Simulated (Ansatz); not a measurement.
Ansatz (a quantum-chemistry and plane-wave program) run on ZrGeIr (Pnma, 12 atoms in the cell): self-consistent single point.

Method: LDA (PW92), default PAW files made with PBE (plane waves; Ansatz).

```xyz
12
Lattice="6.7044 0.0000 0.0000 0.0000 4.1037 0.0000 0.0000 0.0000 7.6534" Properties=species:S:1:pos:R:3 pbc="T T T"
Zr     0.1302     1.0259     1.4325
Zr     6.5742     3.0778     6.2209
Zr     3.2220     3.0778     5.2592
Zr     3.4824     1.0259     2.3942
Ge     5.1684     1.0259     4.7231
Ge     1.5361     3.0778     2.9303
Ge     4.8883     3.0778     0.8964
Ge     1.8162     1.0259     6.7570
Ir     1.0133     1.0259     4.3303
Ir     5.6911     3.0778     3.3231
Ir     2.3389     3.0778     0.5036
Ir     4.3655     1.0259     7.1498
```

Reference input (self-consistent single point, DFT, LDA (PW92), plane waves, default PAW files made with PBE): basis.ecutwfc = 420 eV; kpoints.mp_grid.grid = 4 6 3; hamiltonian.xc = lda; hamiltonian.pseudopotentials = {kind: paw} (the program's default PAW files); scf.occupations.method = cold; scf.occupations.width = 0.1 eV. This run's input differs from it in these lines:

Ansatz 0.2 input:
```diff
@@ -22,3 +22,3 @@
 kpoints:
-  mp_grid: { grid: [4, 6, 3] }
+  mp_grid: { grid: [5, 8, 4] }
 hamiltonian:
```

Log, with long lists cut:

```
SCF iter   1: F=—  HF=-79836.924414 eV  |F-HF|=—  |Δ(HF+E_count)|=         —  Δρ=6.28e-3  dr2=4.71e-2  ethr=1.77e-3  ⟨swp⟩=5.2  Hψ=14564  notcnv=0  defer=7
all-band conjugate gradients solve this SCF's bands
preconditioner: auto → Kerker (q_TF=auto, 2.638 Å⁻¹)
SCF iter   2: F=—  HF=-79836.919179 eV  |F-HF|=—  |Δ(HF+E_count)|=   5.23e-3  S|Δr|=    0.00e0  Δρ=3.61e-3  dr2=2.11e-2  ethr=2.74e-5  ⟨swp⟩=2.0  Hψ=7065  notcnv=0  defer=10
   [... lines left out ...]
SCF iter   6: F=—  HF=-79836.914097 eV  |F-HF|=—  |Δ(HF+E_count)|=   2.94e-4  S|Δr|=    0.00e0  Δρ=2.43e-5  dr2=2.59e-6  ethr=1.29e-8  ⟨swp⟩=2.0  Hψ=5603  notcnv=0  defer=10
SCF iter   7: F=—  HF=-79836.914096 eV  |F-HF|=—  |Δ(HF+E_count)|=   6.68e-7  S|Δr|=    0.00e0  Δρ=6.20e-6  dr2=1.91e-7  ethr=1.51e-9  ⟨swp⟩=2.0  Hψ=5624  notcnv=0  defer=10
SCF iter   8: F=-79836.914096 eV  HF=-79836.914096 eV  |F-HF|=3.52e-9  |Δ(HF+E_count)|=   4.02e-8  S|Δr|=    0.00e0  Δρ=1.10e-6  dr2=4.94e-9  ethr=5.81e-11  ⟨swp⟩=8.3  Hψ=17053  notcnv=0
SCF 1 converged in 8 iterations: F = -79836.914096 eV  dr2 = 4.94e-9
Stability not checked (fill_not_monotonic)
Free energy (F): -79836.914096 eV
Internal energy: -79836.909154 eV  (E = F + TS)
E sigma→0 (E₀):  -79836.912449 eV
Entropy (-TS):   -0.004942 eV (-0.412 meV/atom)
Fermi energy:    16.725291 eV
--- Forces (eV/Å), atoms counted from 1 ---
  atom   1  Zr     0.01529405     0.00000000     0.17116122
  atom   2  Zr    -0.01529405     0.00000000    -0.17116122
  atom   3  Zr    -0.01529405     0.00000000     0.17116122
  atom   4  Zr     0.01529405     0.00000000    -0.17116122
   [... lines left out ...]
  atom  12  Ir    -0.13965925     0.00000000     0.08966837
--- Stress (GPa, compression-positive) ---
      -14.690894       0.000000       0.000000
        0.000000     -15.021000       0.000000
        0.000000       0.000000     -15.159700
  P = ⅓ Tr σ = -14.9572 GPa (-149.572 kbar)
  The stress holds the Pulay correction. Without it, at fixed plane waves, as pw.x and ABINIT print it: P = -14.9929 GPa
```

The run converged in 8 iterations. Against the reference run the free energy rises by 2.0 meV/atom, the pressure moves little (-14.99 to -14.96 GPa) and the largest force moves little (0.173 to 0.172 eV/Å).

The starting cell comes from a database of computed structures (which also holds hypothetical and non-ambient phases and stackings), without a prior relaxation at this level. Its lattice was rescaled by a random factor within 2.5 % of one. Spin polarisation is off. With a pressure of about -15 GPa the cell is away from its equilibrium volume at this level. Ansatz's pressure includes its estimate of the finite-basis (Pulay) stress.

Cost on one core of a shared machine: roughly 40 s.
